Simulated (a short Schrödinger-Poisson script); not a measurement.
System: MOS inversion layer, Al2O3 on p-type Si(110), at 300 K.

From the gate side: 6.1 nm Al2O3; 1500 nm Si, acceptors 8.3e16 cm⁻³.

Constants are typed, rounded textbook-type inputs, not results; the design itself was drawn at random and stands for no fabricated device. Al2O3: permittivity 9, conduction-band edge (eV) 2.7, gap (eV) 6.8, electron mass (mₑ) 0.3. Si: permittivity 11.7, conduction-band edge (eV) 0, gap (eV) 1.124, Nv at 300 K (cm⁻³) 3.1e19.

Channel valleys (confinement mass, in-plane density-of-states mass, number): Δ4 0.315, 0.324, 4; Δ2 0.19, 0.417, 2. At the gate the conduction-band edge of layer 1 lies 2.76 eV − eVg above the Fermi level of the channel; the field vanishes at the back. Gaps are held at their typed values at every temperature. Mesh 0.03 nm at interfaces.

From a short Schrödinger-Poisson script (our own, NumPy): 1D Poisson equation in equilibrium, electrons quantum, Hartree (BenDaniel-Duke, 12 states a valley, the channel's in-plane mass for all, wave functions free to enter the dielectric), parabolic valleys, classical holes, full ionisation, no traps, pinning or gate leakage.

```
Vg (V)  electrons (cm⁻²)  C (μF/cm²)  Δ4 E0 (meV from the Fermi level)  Δ2 E0 (meV from the Fermi level)
------  ----------------  ----------  --------------------------------  --------------------------------
0                 2.57e9       0.101                             235.9                             246.2
0.1              6.14e10       0.320                             153.3                             164.0
0.2              3.73e11       0.716                             105.7                             117.4
0.3              8.68e11       0.877                              82.8                              95.7
0.4              1.44e12       0.951                              68.8                              82.8
0.5              2.04e12       0.995                              58.8                              73.8
0.6              2.67e12        1.02                              50.9                              67.0
0.7              3.32e12        1.05                              44.5                              61.5
0.8              3.98e12        1.06                              39.0                              57.0
0.9              4.64e12        1.08                              34.2                              53.0
1                5.32e12        1.09                              29.9                              49.6
1.1              6.00e12        1.10                              26.1                              46.5
1.2              6.69e12        1.11                              22.6                              43.8
1.3              7.38e12        1.11                              19.3                              41.2
1.4              8.08e12        1.12                              16.3                              38.9
1.5              8.78e12        1.13                              13.4                              36.7
1.6              9.49e12        1.13                              10.8                              34.7
```

Gate voltages with under 1e9 electrons/cm² are left out.

**Question.** At Vg = 1.6 V the lowest Δ4 subband lies at 10.8 meV from the Fermi level. How many electrons does it hold, and what share of all?

**Answer.** The two-dimensional density of states is g m/(πħ²) = 5.41e11 cm⁻² meV⁻¹ (both spins), kT = 25.9 meV, so n = D kT ln(1 + exp(−E/kT)) = 7.09e12 cm⁻², 0.75 of the 9.49e12 cm⁻² in all.

**Question.** Compare the slope of the sheet density between 1.4 and 1.6 V with the geometric capacitance of the layers between gate and channel.

**Answer.** q Δn/ΔV = 1.13 μF/cm²; ε0/Σ(t/ε) = 1.31 μF/cm². The ratio is 0.86: the channel acts as a further capacitance in series.
